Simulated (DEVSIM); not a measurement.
Structure: Pd/SiO2/n-Ge capacitor, at 300 K.

```csv
layer (left to right),material,thickness (nm),Nd (cm⁻³)
1,SiO2,1.80,-
2,Ge,9200,4.2e15
```

Metal gate on the left, work function 5.2 eV. Fixed charge at the semiconductor interface 1.8e10 cm⁻² (in units of +e); interface traps 4.6e12 cm⁻² eV⁻¹, uniform in energy, neutral level at 0.5 of the gap above the valence band.

The device is made up for the run: typed textbook-type constants, with dimensions and the other settings drawn at random. Values at 300 K; Nc and Nv go as T^1.5, mobilities as T to minus their exponent, the gap by Varshni's rule with the affinity fixed.

```csv
parameter,SiO2,Ge
gap (eV),9,0.664
affinity (eV),0.9,4
permittivity,3.9,16
Nc (cm⁻³),-,1.04e19
Nv (cm⁻³),-,6e18
Varshni α (eV/K),-,0.000477
Varshni β (K),-,235
```

Simulated with DEVSIM: 1D Poisson equation in equilibrium, Boltzmann statistics, complete ionisation; no quantum confinement or tunnelling. Metal contacts follow the ideal Schottky-Mott rule: no Fermi-level pinning, no interface dipoles.

The temperature was swept, all else fixed.

```json
[
 {"temperature (K)": "250", "flat-band voltage (V)": "1.10", "threshold voltage (band bending 2φF) (V)": "0.58", "minimum of the low-frequency capacitance (μF/cm²)": "0.556"},
 {"temperature (K)": "300", "flat-band voltage (V)": "1.05", "threshold voltage (band bending 2φF) (V)": "0.66", "minimum of the low-frequency capacitance (μF/cm²)": "0.562"},
 {"temperature (K)": "350", "flat-band voltage (V)": "0.99", "threshold voltage (band bending 2φF) (V)": "0.73", "minimum of the low-frequency capacitance (μF/cm²)": "0.575"},
 {"temperature (K)": "400", "flat-band voltage (V)": "0.93", "threshold voltage (band bending 2φF) (V)": "0.81", "minimum of the low-frequency capacitance (μF/cm²)": "0.605"},
 {"temperature (K)": "450", "flat-band voltage (V)": "0.90", "threshold voltage (band bending 2φF) (V)": "0.86", "minimum of the low-frequency capacitance (μF/cm²)": "0.663"},
 {"temperature (K)": "500", "flat-band voltage (V)": "0.90", "threshold voltage (band bending 2φF) (V)": "0.88", "minimum of the low-frequency capacitance (μF/cm²)": "0.739"}
]
```

From the first row to the last the flat-band voltage goes from 1.10 to 0.90. From the first row to the last the threshold voltage (band bending 2φF) goes from 0.58 to 0.88.
